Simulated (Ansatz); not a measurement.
Defect migration in zinc-blende GaP: Ga vacancy, charge state -3. The step: one Ga atom jumps into the vacancy from a nearby Ga site; the atom moves 3.75 Å along (0.00, 0.48, -0.48) of the unit cell; the moving atom starts with neighbours P at 2.34, P at 2.40, 2 P at 2.42 Å and ends with P at 2.34, 2 P at 2.41, P at 2.42 Å. DFT values are from Ansatz (plane-wave PAW, 420 eV unless said) in a cell of 64 host sites, spin-restricted, static, with no finite-size correction. The charge state is imposed; whether it is stable for some Fermi level was not computed. Forms of the defect that were not tried may lie lower. For the PBE band: the saddle point's order was not checked.

```json
[
 {"Level": "PBE, one k-point at (0.250, 0.250, 0.250), band relaxed", "Forward barrier (eV)": "1.94", "Cost of the band or of the saddle's single point": "around 24 core-minutes (rough)"},
 {"Level": "PBE, a 2×2×2 k-point mesh shifted by half a step, same geometries", "Forward barrier (eV)": "1.92", "Cost of the band or of the saddle's single point": "about 2.7 core-minutes (a rough figure)"},
 {"Level": "r2SCAN at 500 eV, one k-point at (0.250, 0.250, 0.250), same geometries", "Forward barrier (eV)": "___", "Cost of the band or of the saddle's single point": "roughly 100 core-seconds"}
]
```

### Question
What belongs in the gaps?

### Answer

- r2SCAN at 500 eV, one k-point at (0.250, 0.250, 0.250), same geometries, Forward barrier (eV): 2.14

Ansatz is an electronic-structure program.
